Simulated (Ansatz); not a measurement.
Amorphous Ga₂₄O₃₈Ti, 63 atoms at 4.92 g/cm³, one PBE-relaxed geometry, zone centre. Methods: PBE, scalar-relativistic without spin-orbit coupling (Ansatz, a first-principles code); r2SCAN, scalar-relativistic without spin-orbit coupling (Ansatz); HSE06, scalar-relativistic without spin-orbit coupling (Ansatz). Plane waves to 420 eV (r2SCAN 500 eV); exact exchange is cut at the cell's faces. All rungs ran without spin polarisation.

Preparation: random packing, a CHGNet melt and quench, and a DFT relaxation. O atoms were pushed apart under 1.9 Å during the dynamics, to hinder bonds among them. The hot cell started wider than the set density and was brought back towards it in steps. It is the lowest in DFT energy of 2 quenches. It is a model cell: composition and starting density were chosen by hand, and all elements were melted together. No dispersion term was used. Its density started from a set value of 4.92 and ended at 4.92 g/cm³. The simulated quench (nominally 280 K/ps over its main leg) is rapid and tends to freeze in more defects than a deposited or slowly cooled glass has. A cell of this size samples the disorder only roughly. The volume was held where the preparation left it and the shape relaxed, at a PBE pressure of -0.1 GPa (tension).

The relaxation ran on the zone centre alone. At PBE the gap is 2.03 eV on a 2×2×2 Γ-centred mesh, and the spacing at the zone centre alone 2.04 eV.

Q: What zone-centre spacing does r2SCAN give, roughly?

A: 2.61 eV (+0.57 eV against PBE).

Q: What zone-centre spacing does HSE06 give, roughly?

A: 3.78 eV (+1.74 eV against PBE).

The highest filled and the lowest empty state spread over these numbers of atoms (participation numbers): PBE: 16.3 and 58.0; r2SCAN: 16.5 and 57.8; HSE06: 16.8 and 57.7.
